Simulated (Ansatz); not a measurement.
Band structure of Cu₃Sn (Pmmn, 8 atoms in the cell).

```yaml
crystal:
  lattice:
    - [4.32369, 0.00000, 0.00000]
    - [0.00000, 5.43252, 0.00000]
    - [0.00000, 0.00000, 4.76457]
  atoms:
    - { symbol: Cu, position: [0.50000, 0.00000, 0.30100] }
    - { symbol: Cu, position: [0.00000, 0.50000, 0.69900] }
    - { symbol: Cu, position: [0.00000, 0.75052, 0.15581] }
    - { symbol: Cu, position: [0.00000, 0.24948, 0.15581] }
    - { symbol: Cu, position: [0.50000, 0.74948, 0.84419] }
    - { symbol: Cu, position: [0.50000, 0.25052, 0.84419] }
    - { symbol: Sn, position: [0.50000, 0.50000, 0.34118] }
    - { symbol: Sn, position: [0.00000, 0.00000, 0.65882] }
```

Computed with PBEsol, default PAW files made with PBE (plane waves; Ansatz, a first-principles code).

Settings: kpoints.mp_grid.grid = 4 3 4; hamiltonian.xc = pbesol; hamiltonian.pseudopotentials = {kind: paw} (the program's default PAW files); scf.occupations.method = fermi_dirac; scf.occupations.width = 0.1 eV; kpoints.band_path.npoints = 8.

The starting cell comes from a database of computed structures (which also holds hypothetical and non-ambient phases and stackings), without a prior relaxation at this level. Spin polarisation is off.

Levels in eV from the Fermi level, bands 69 to 76:
| point | 69 | 70 | 71 | 72 | 73 | 74 | 75 | 76 |
|---|---|---|---|---|---|---|---|---|
| Γ | -1.79 | -1.24 | 0.56 | 1.48 | 2.00 | 2.32 | 2.84 | 3.39 |
| X | -1.57 | -1.57 | -1.34 | -1.34 | 1.07 | 1.07 | 4.43 | 4.43 |
| S | -2.01 | -2.01 | -1.74 | -1.74 | 0.81 | 0.81 | 1.87 | 1.87 |
| Y | -1.57 | -0.92 | -0.04 | 0.20 | 0.85 | 1.91 | 3.75 | 4.31 |
| Z | -0.73 | -0.73 | -0.36 | -0.36 | 1.08 | 1.08 | 2.51 | 2.51 |
| U | -0.24 | -0.24 | 0.31 | 0.31 | 1.36 | 1.36 | 1.97 | 1.97 |
| R | -2.36 | -2.36 | -2.20 | -2.20 | 5.16 | 5.16 | 5.53 | 5.53 |
| T | 1.08 | 1.08 | 1.26 | 1.26 | 1.99 | 1.99 | 2.37 | 2.37 |

Bands cross the Fermi level along this path, so the cell is metallic at this level.

Keys are those of Ansatz 0.2.
